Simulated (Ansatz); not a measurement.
An Ansatz (an electronic-structure program) run: BaZrO3 with a change (uniaxial strain ε_zz = −1.20 %); Ansatz PBEsol, no spin-orbit coupling.

Input:

Ansatz 0.2 input:
```yaml
crystal:
  lattice:
    - [4.1806448946, 0, 0]
    - [0, 4.1806448946, 0]
    - [0, 0, 4.1304771559]
  atoms:
    - { symbol: Ba, position: [0, 0, 0] }
    - { symbol: Zr, position: [0.5, 0.5, 0.5] }
    - { symbol: O, position: [0.5, 0, 0.5] }
    - { symbol: O, position: [0, 0.5, 0.5] }
    - { symbol: O, position: [0.5, 0.5, 0] }
basis: { ecutwfc: 420, ecutrho_ratio: 4, xc_grid: 2, fft_grid_basis: typed }
kpoints: { mp_grid: { grid: [8, 8, 8] } }
hamiltonian:
  xc: pbesol
  dispersion: none
  pseudopotentials: { kind: paw }
scf: { occupations: { method: fermi_dirac, width: 0.05 }, convergence: { dr2_threshold: 0.0000000005 } }
relax: { f_tol: 0.005, max_steps: 50 }
output: { forces: true, stress: true }
checkpoint: { write: state.ck, write_every: 1000 }
```

Output:

```
Relaxation: its limit of steps is 50 (relax.max_steps)
WARN ansatz: RAYON_NUM_THREADS=1 ignored (pool sized by the plan → 1); use --threads N
Pseudopotentials: kind: paw
Pseudopotential: Ba, paw, valence charge 10
Pseudopotential: Zr, paw, valence charge 12
Pseudopotential: O, paw, valence charge 6
Functional definition: PBEsol
Crystal: 5 atoms, lattice volume = 72.192 Å³
Basis set: ecut = 420 eV, 1365 PW (Γ), exchange–correlation on 60×60×60 points (8 copies of the dense FFT grid, shifted against one another)
Bands: 25, of which v1, the nominal top of the filled ones, is band 20 counted from 1 (19 counted from 0)
Symmetry: 16 space group operations
Space group: P4/mmm (ITA 123), of the structure as read, at distance tolerance 4.2e-5 Å
k-points: 75 of 512
PAW frozen core: Ba, regenerated for the run's functional, and the local potential with it
PAW frozen core: Zr, regenerated for the run's functional, and the local potential with it
PAW frozen core: O, regenerated for the run's functional, and the local potential with it
Initial density: superposition of atomic densities (neutral atoms: chi_scale 0, normalization atom), corrected by the library's trained network
Initial wavefunctions: pseudopotential atomic-orbital guess
Eigensolver: davidson
Functional: x = pbesol(κ = 0.804, μ = 0.12345679012345678), c = pbesol(β = 0.046)
SCF iter   1: F=—  HF=-11683.021272 eV  |F-HF|=—  |Δ(HF+E_count)|=         —  Δρ=1.60e-2  dr2=1.57e-1  ethr=1.77e-3  ⟨swp⟩=7.1  Hψ=9995  notcnv=0
all-band conjugate gradients solve this SCF's bands
preconditioner: auto → Resta (q_TF=auto, 2.473 Å⁻¹)
SCF iter   2: F=—  HF=-11682.984802 eV  |F-HF|=—  |Δ(HF+E_count)|=   3.65e-2  Δρ=4.69e-3  dr2=1.04e-2  ethr=3.94e-4  ⟨swp⟩=2.5  Hψ=3760  notcnv=0  defer=74
SCF iter   3: F=—  HF=-11682.982430 eV  |F-HF|=—  |Δ(HF+E_count)|=   2.37e-3  Δρ=1.17e-3  dr2=7.32e-4  ethr=2.59e-5  ⟨swp⟩=2.0  Hψ=3095  notcnv=0  defer=74
SCF iter   4: F=—  HF=-11682.982429 eV  |F-HF|=—  |Δ(HF+E_count)|=   1.03e-6  Δρ=1.83e-4  dr2=1.45e-5  ethr=1.83e-6  ⟨swp⟩=2.0  Hψ=3175  notcnv=0  defer=74
SCF iter   5: F=—  HF=-11682.982436 eV  |F-HF|=—  |Δ(HF+E_count)|=   6.79e-6  Δρ=1.48e-4  dr2=1.31e-5  ethr=3.62e-8  ⟨swp⟩=2.0  Hψ=3153  notcnv=0  defer=74
SCF iter   6: F=—  HF=-11682.982434 eV  |F-HF|=—  |Δ(HF+E_count)|=   1.38e-6  Δρ=2.46e-5  dr2=3.22e-7  ethr=3.26e-8  ⟨swp⟩=2.0  Hψ=2847  notcnv=0  defer=74
SCF iter   7: F=—  HF=-11682.982433 eV  |F-HF|=—  |Δ(HF+E_count)|=   8.09e-7  Δρ=7.74e-6  dr2=3.21e-8  ethr=8.05e-10  ⟨swp⟩=2.0  Hψ=3017  notcnv=0  defer=74
SCF iter   8: F=—  HF=-11682.982433 eV  |F-HF|=—  |Δ(HF+E_count)|=   4.88e-8  Δρ=1.12e-6  dr2=9.37e-10  ethr=8.02e-11  ⟨swp⟩=2.0  Hψ=2896  notcnv=0  defer=74
SCF iter   9: F=-11682.982433 eV  HF=-11682.982433 eV  |F-HF|=0.00e0  |Δ(HF+E_count)|=   1.11e-9  Δρ=1.14e-7  dr2=5.94e-12  ethr=1.25e-12  ⟨swp⟩=4.3  Hψ=6651  notcnv=0
SCF 1 converged in 9 iterations: F = -11682.982433 eV  dr2 = 5.94e-12
relax step   1: F+E_penalty+E_count = -11682.98243350 eV  Δ(F+E_penalty+E_count) = +0.000e0 eV  max|allowed force component| = 1.701e-28 eV/Å  Δτ_max = 0.0000 Å  (9 SCF iters, accepted)
the relaxation is at rest under the 16 symmetry operations that the run kept from its start: a minimum is not shown …
SCF converged after 9 iterations
Free energy (F): -11682.982433 eV
Harris-Foulkes:  -11682.982433 eV  (|F-HF|=0.00e0)
Internal energy: -11682.982433 eV  (E = F + TS)
E sigma→0 (E₀):  -11682.982433 eV
Fermi energy:    11.568365 eV
--- Per-component energies (eV) ---
  E_band       = -84.351413
  E_kinetic    = 1033.127635
  E_local      = -1915.342872  (includes V_loc(G=0)·N_el)
  E_nonlocal   = 279.949008
  E_hartree    = 677.101835
  E_xc         = -550.767955
  E_vxc        = -612.820000  (∫ρ·V_xc dr)
  E_paw        = -8496.009928  (= ΣΔE_a)
  E_vpaw       = -223.476345  (= ΣTr[D̂ρ^β])
  E_aug_tail   = 0.007448  (compensation charges beyond the density's cutoff)
  E_ewald      = -2711.470621
  E_core_change = 0.423017  (= ΣΔE_core)
  E_smearing   = -0.000000  (= −TS)
  E_closure    = 0.000000  (closes the sum)
  Σ components = -11682.982433   (vs F -11682.982433, Δ=0.00e0)
  [band-id]    e_kinetic+e_local+e_nonlocal+2·e_hartree+e_vxc+e_vpaw+e_augmentation_tail = -84.351457   (vs E_band -84.351413, Δ=-4.42e-5)
--- Forces (eV/Å), atoms counted from 1 ---
  atom   1  Ba    -0.00000000     0.00000000     0.00000000
  atom   2  Zr     0.00000000     0.00000000     0.00000000
  atom   3  O     -0.00000000     0.00000000     0.00000000
  atom   4  O      0.00000000     0.00000000     0.00000000
  atom   5  O     -0.00000000    -0.00000000     0.00000000
  max |Σ_I F_I| component: 2.86e-28 eV/Å
--- Stress (GPa, compression-positive) ---
        1.016440       0.000000       0.000000
        0.000000       1.016440       0.000000
        0.000000       0.000000       4.135721
  P = ⅓ Tr σ = 2.0562 GPa (20.562 kbar)
  The stress holds the Pulay correction. Without it, at fixed plane waves, as pw.x and ABINIT print it: P = 1.5122 GPa
  The stress includes an estimate of the error left by incomplete SCF convergence (largest component 0.0000 GPa).
--- Band table ---
  band table: none
--- Relaxed structure (1 steps of the walk, 1 accepted, 0 SCFs on fresh bases) ---
  F+E_penalty+E_count = -11682.98243350 eV   max|allowed force component| = 1.701e-28 eV/Å
  atoms:
    - { symbol: Ba, position: [0.0, 0.0, 0.0] }
    - { symbol: Zr, position: [0.49999999999999994, 0.49999999999999994, 0.49999999999999994] }
    - { symbol: O, position: [0.49999999999999994, 0.0, 0.49999999999999994] }
    - { symbol: O, position: [0.0, 0.49999999999999994, 0.49999999999999994] }
    - { symbol: O, position: [0.49999999999999994, 0.49999999999999994, 0.0] }
```

Whether these cells are dynamically stable was not tested. The cell was made from BaZrO₃ in the cubic perovskite structure (space group Pm-3m, No. 221) by this change: uniaxial strain ε_zz = −1.20 %.
